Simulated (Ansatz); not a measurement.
Consider a periodic stack without vacuum, cubic KTaO3 (0 0 1) on zinc-blende GaP (0 0 1) (film strained to the substrate, started from cuts of the bulks and a machine-learned relaxation; slabs Ga5P6 and K2Ta3O8, which can lie off the formulas): substrate slab Ga5P6, film K2Ta3O8, surface cells [[1, 0], [1, 1]] and [[0, 1], [-1, 0]], film strained by -3.2 and -3.2 %, outermost planes P/P and OTa/OTa as cut, which need not be the usual terminations and can put a slab off its formula. Its start:

```xyz
24
Lattice="3.8942 0.0000 0.0140 0.0000 3.8942 -0.0626 0.7440 -0.7482 27.2116" Properties=species:S:1:pos:R:3 pbc="T T T"
Ga     4.0359    -0.2905     5.4317
Ga     1.7354     1.6231     2.4511
Ga     3.9874    -0.1641    10.9148
Ga     2.0252     1.7255     8.1272
Ga     2.0692     1.8051    13.6451
P      3.9169     1.6424     4.0485
P      3.0583    -0.3346     2.0423
P      3.9688     1.7590     9.5031
P      2.0641    -0.2468     6.7997
P      4.0107     1.9567    14.9976
P      2.0394    -0.1568    12.2486
K      2.2429     0.0247    19.5879
Ta     4.1718     1.9326    17.3721
O      2.2491     1.9505    17.6857
O      4.2224     0.0011    17.7212
O      4.1915     1.9764    19.7839
K      2.2319     0.0855    23.8924
Ta     4.1864     2.0014    21.6507
O      2.2391     2.0048    21.9117
O      4.1880     0.0582    21.9487
O      4.1773     2.0365    24.0368
Ta     4.1648     2.0741    25.8981
O      2.2186     2.0593    26.1991
O      4.1728     0.1255    26.1633
```

The start was prepared with a machine-learned potential, and the result is one local minimum, with the in-plane cell held and forces under 0.04 eV/Å; the film can end far from its bulk form.

The numbers are results of PBE (plane waves to 420 eV, PAW; Ansatz, an electronic-structure program), not measurements. No spin–orbit coupling; the runs are not spin-polarised; PBE gaps are too small against experiment. Its k-point mesh 6×6×1, Fermi–Dirac width 0.05 eV.

Q: Predict the relaxed interface.

A: 
- interface area: 15.2 Å²
- period: 27.25 Å
- heights between the nearest atoms of the two slabs at the two interfaces: 2.61 and 2.63 Å
- P–Ta contacts across the interfaces within 1.22 times the sum of covalent radii: 2, mean 2.72 Å
